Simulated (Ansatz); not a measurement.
**SiC: tensor shear ε_xy = +2.00 %**

Base system: SiC in the zinc blende structure (space group F-43m, No. 216; a = 4.329 Å). Axes: x, y, z lie along the cube axes.

Perturbation: tensor shear ε_xy = +2.00 % (engineering shear γ = 0.0400), atoms relaxed at fixed cell.

Calculations: LDA in Ansatz (plane waves to 420 eV, PAW, spin-orbit coupling left out). Settings: 13×13×13 k-points, 0.05 eV Fermi–Dirac smearing.

The volume per atom remains 10.14 Å³ and the space group becomes Imm2 (No. 44) (base: F-43m (No. 216)). The energy grows by 13 meV/atom and the pressure (mean of the normal stresses, compression positive) goes from zero to 2.2 kbar. The band gap decreases by 0.29 eV, from 1.30 eV to 1.01 eV and the gap character amounts to indirect, Γ → X. The smallest direct gap decreases by 0.45 eV to 4.08 eV and the valence-band top at Γ (three highest levels, from the VBM) changes from 0.00, 0.00, 0.00 eV to 0.00, -0.23, -0.41 eV. The valley order (the lowest conduction-band minima on the path, energy above the VBM, named in the base's zone) becomes X along [001] 1.01 eV; X along [010] 1.08 eV (base: X along ⟨100⟩ 1.30 eV) and the stress (xx, yy, zz, yz, xz, xy; compression positive) comes out as (0.35, 0.35, -0.03, 0.00, 0.00, -10.09) GPa.

Cost of the whole job for the changed cell (relaxation, final SCF and bands): about 25 core-seconds (a rough figure).

The cells carry an imposed strain or load. Stability against distortions was not tested. k-point labels follow each cell's own Brillouin zone.

Ansatz is a first-principles code.
